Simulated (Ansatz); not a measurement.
A periodic model of amorphous Si$_{16}$Ba$_{8}$O$_{40}$:

```xyz
64
Lattice="10.4453 -0.2433 -0.4088 -0.2433 9.8785 0.2077 -0.4088 0.2077 10.3583" Properties=species:S:1:pos:R:3 pbc="T T T"
Si     9.0755     2.8952     0.8607
Si    10.0353     2.1348     3.7895
Si     0.2456     4.4645     9.5036
Si     9.9057     7.0414     2.1048
Si     6.9514     0.7319     0.0315
Si     4.3188     4.9848     3.0576
Si     0.6849     6.9531     8.1935
Si     1.7373     5.6141     1.6298
Si     2.0120     8.5569     2.2835
Si     4.4043     7.8289     3.9915
Si     5.9157     0.5969     7.4252
Si     1.3782     3.6116     6.5482
Si     3.4242     2.2910     8.0236
Si     3.6467     5.5841     5.7600
Si     3.6602     5.4860     8.5900
Si     8.3627     1.7243     6.1517
Ba     6.8360     6.3005     1.1606
Ba     7.7226     9.4422     3.3050
Ba    10.0088     0.0437     9.3064
Ba     3.6196     2.2331     1.1168
Ba     6.4908     3.8593     8.6647
Ba     3.3832     8.7227     9.7540
Ba     1.0142     9.4993     6.1189
Ba     8.8461     5.2316     5.2344
O      2.4293     2.3598     6.6614
O      4.7154     6.5918     2.8948
O      1.8181     4.5989     0.3033
O      6.9581     0.7423     8.7663
O      8.0794     4.0977     0.5811
O      4.4482     4.6644     4.6772
O      0.2070     5.8151     2.1379
O      0.1497     6.9549     6.6744
O      4.7137     9.2265     7.6920
O      2.7786     1.2953     9.0727
O      2.2498     6.3235     8.4500
O      8.4143     1.3546     0.7073
O      9.6185     0.8287     6.6498
O      2.1856     4.9424     6.0801
O      6.9521     0.8268     6.1750
O      4.9505     2.0102     7.4618
O      1.8833     9.7764     1.2703
O      8.7376     6.7901     3.2137
O      2.6857     4.8246     2.7089
O      0.3137     3.4370     5.3068
O      3.4869     3.8254     8.7216
O      6.3531     9.2291     0.9880
O      2.3294     7.1378     1.3819
O      4.6222     6.0654     9.7146
O      9.2889     7.7986     0.8314
O      0.7155     8.1600     3.2244
O      5.2228     4.0882     2.1384
O      0.7144     3.7981     8.0593
O      8.1185     3.2051     6.7884
O     -0.3476     5.9351     9.0856
O      5.8412     1.8845     0.0553
O      4.5072     5.5851     7.1498
O      3.3003     8.8401     3.2780
O      3.4848     7.1030     5.1903
O      0.2930     0.9721     4.0449
O      9.7611     3.1147     9.8934
O      8.5138     2.0020     4.4479
O      9.8435     2.8997     2.3273
O      5.7642     8.4986     4.3917
O      0.8187     8.4657     8.7257
```

Level of theory: PBE, scalar-relativistic without spin-orbit coupling (plane waves to 420 eV, PAW; Ansatz, an electronic-structure program).

A CHGNet melt-quench gave the starting glass, which DFT then relaxed. O atoms were pushed apart under 1.9 Å during the dynamics, to hinder bonds among them. The hot cell started wider than the set density and was brought back towards it in steps. It is the lowest in DFT energy of 2 quenches. It is a model cell: composition and starting density were chosen by hand, and all elements were melted together. No dispersion term was used. Its density started from a set value of 3.58 and ended at 3.41 g/cm³. Cooling (nominally 300 K/ps over its main leg) ran many orders faster than in experiment, which tends to leave more defects and strain. A cell of this size samples the disorder only roughly. Volume and shape were free in the relaxation.

Bonds are counted up to Si-Si 2.60 Å, Si-Ba 3.59 Å, Si-O 1.94 Å, Ba-Ba 4.73 Å, Ba-O 3.30 Å, O-O 1.58 Å. Two cations that share two anions don't count as bonded, nor two that share one unless they lie closer than Si-Si 2.38 Å, Si-Ba 3.49 Å, Ba-Ba 4.60 Å.

Give the coordination numbers, mean bond lengths and angles.


| Quantity | Result |
|---|---|
| Mean coordination of Si by anions | 4.00 (16 with 4); 2 close contacts or bonds to cations besides |
| Mean coordination of Ba by anions | 6.62 (1 with 4, 2 with 6, 3 with 7, 2 with 8); 10 close contacts or bonds to cations besides |
| Mean coordination of O | 2.92 (11 with 2, 21 with 3, 8 with 4) |
| Mean Si-O bond | 1.651 Å (spread 0.040 Å, 64 counted) |
| Mean Ba-O bond | 2.826 Å (spread 0.212 Å, 53 counted) |
| Mean Ba-Ba close contact | 4.456 Å (spread 0.079 Å, 4 counted) |
| Mean Si-Ba close contact | 3.450 Å (spread 0.010 Å, 2 counted) |
| Bond angle at Si | mean 108.2°, spread 13.3° |
| Bond angle at Ba | mean 96.9°, spread 33.3° |
| Bond angle at O | mean 114.7°, spread 20.4° |

List the pairs of like atoms that count as bonded by the rules above.

Ba18-Ba23 (4.45 Å), Ba19-Ba20 (4.59 Å), Ba21-Ba24 (4.38 Å), Ba22-Ba23 (4.41 Å).
